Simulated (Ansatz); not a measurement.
Level of theory: PBE (plane waves to 420 eV, PAW; Ansatz, an electronic-structure program).

Host crystal: corundum, with a band gap (PBE, scalar-relativistic without spin-orbit coupling).

Planar average of the electrostatic potential across the slab, in eV from the Fermi level, for Br on the 1x1 (0001) surface of corundum (cut with top plane Al), one in a 1x1 cell, started at the site 'top O':

(z (Å), V (eV)): (6.02, 6.30); (6.30, 6.30); (6.59, 6.30); (6.88, 6.30); (7.16, 6.30); (7.45, 6.30); (7.73, 6.30); (8.02, 6.29); (8.31, 6.27); (8.59, 6.22); (8.88, 6.09); (9.17, 5.78); (9.45, 4.94); (9.74, 3.01); (10.03, -2.09); (10.31, -7.02); (10.60, -9.20); (10.89, -7.74); (11.17, -4.00); (11.46, -2.73); (11.74, -2.10); (12.03, -2.37); (12.32, -4.94); (12.60, -6.44); (12.89, -5.48); (13.18, -2.50); (13.46, -1.13); (13.75, -1.34); (14.04, -1.26); (14.32, -3.03); (14.61, -5.95); (14.90, -6.56); (15.18, -4.67); (15.47, -1.88); (15.76, -1.50); (16.04, -1.70); (16.33, -2.53); (16.61, -6.07); (16.90, -8.07); (17.19, -6.34); (17.47, -1.60); (17.76, 2.23); (18.05, 2.93); (18.33, 3.96); (18.62, 5.27); (18.91, 5.73); (19.19, 4.81); (19.48, 1.86); (19.77, -0.54); (20.05, -0.94); (20.34, 0.73); (20.62, 3.92); (20.91, 6.22); (21.20, 6.96); (21.48, 7.27); (21.77, 7.39); (22.06, 7.43); (22.34, 7.45); (22.63, 7.46); (22.92, 7.46); (23.20, 7.46); (23.49, 7.46); (23.78, 7.46); (24.06, 7.46); (24.35, 7.46)

Set-up: 21 atoms, 6.7 Å thick at the start under the adsorbate (thin: gaps and levels are the slab's own); mesh 6x6x1; 0.01 eV smearing; dipole correction on; 9 atoms held, the rest relaxed; no symmetry held; spin-polarised, ending with about 1.0 μB a cell, a value that depends on the mesh; orders that need a larger cell were not tried, no spin-orbit, no U, no dispersion correction. The slab shows no gap over 0.04 eV on its mesh. At the end it is bonded to Al. In PBE it is, or lies within 0.03 eV of, the lowest of the starts that converged.

The surface cell has an area of 20.03 Å². What dipole along the normal does the step between the two vacuum levels imply?

the top vacuum level lies 1.16 eV above the bottom one; p = −ε₀ A ΔV (ε₀ = 0.005526 e/(V·Å)) gives -0.13 e·Å a cell.
